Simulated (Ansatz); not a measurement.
# Effect of As → N on hypothetical rock salt GaAs

Start from GaAs in the rock salt structure (space group Fm-3m, No. 225; a = 5.3035 Å; a hypothetical phase, not in the database extracts checked).

Now apply this change: N takes the place of As on all its sites, then cell and atoms are relaxed.

Computed with Ansatz (a quantum-chemistry and plane-wave program) PBEsol, no spin-orbit coupling. k-mesh 13×13×13 (Γ-centred); smearing 0.05 eV (Fermi–Dirac), for the changed cell.

The volume per atom decreases by 9.26 Å³, from 18.65 Å³ to 9.39 Å³ and the density goes up by 0.96 g/cm³ to 7.40 g/cm³. The lattice parameter a drops by 1.084 Å, from 5.303 Å to 4.219 Å and the space group stays Fm-3m (No. 225). The shortest interatomic distance drops by 0.542 Å to 2.110 Å and the band gap goes from zero to 0.54 eV. The gap character goes from absent to indirect, K–Γ (52 % along) → X and the electron mass comes out as 0.47 mₑ along k, 0.18 mₑ across (at X).

Effective masses come from finite differences of ±0.01 Å⁻¹. Along k means along the line from Γ to the band edge. Stability against distortions was not tested. All final runs are without spin polarisation. This is not the structure that GaN has at room temperature and ambient pressure.
